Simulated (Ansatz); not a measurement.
## Cl on the 1x1 (0001) surface of hcp Ru, one in a 3x3 cell, started at the site 'top Ru'

Level of theory: PBE (plane waves to 420 eV, PAW; Ansatz, an electronic-structure program).

Slab: 37 atoms, 6.3 Å thick at the start under the adsorbate (thin: gaps and levels are the slab's own); k 4x4x1, smearing 0.1 eV, dipole-corrected; 18 atoms held, the rest relaxed; held to the start's symmetry, so lower structures may exist; no spin, no spin-orbit, no U, no dispersion correction. At the end it is bonded to Ru. In PBE this state lies 0.59 eV over the lowest of the starts that converged ('bridge Ru-Ru (span 2.7 Å)').

| Item | Value |
|---|---|
| adsorption energy against ½ Cl2(g) | -1.77 eV |
| work function of the top face | 5.40 eV |
| change of the work function | 0.40 eV |
| change of the step from the bottom to the top vacuum level, against the clean slab | 0.42 eV |
| energy released by relaxation | 0.22 eV |
| height of the binding atom over the mean of the host atoms within 0.3 Å of the top one | 2.322 Å |
| nearest host atoms of the binding atom | Ru at 2.31 Å, Ru at 3.60 Å, Ru at 3.60 Å |
| largest move of a host atom | 0.03 Å |

A negative adsorption energy means that the adsorbate is more stable on the surface than in its reference.
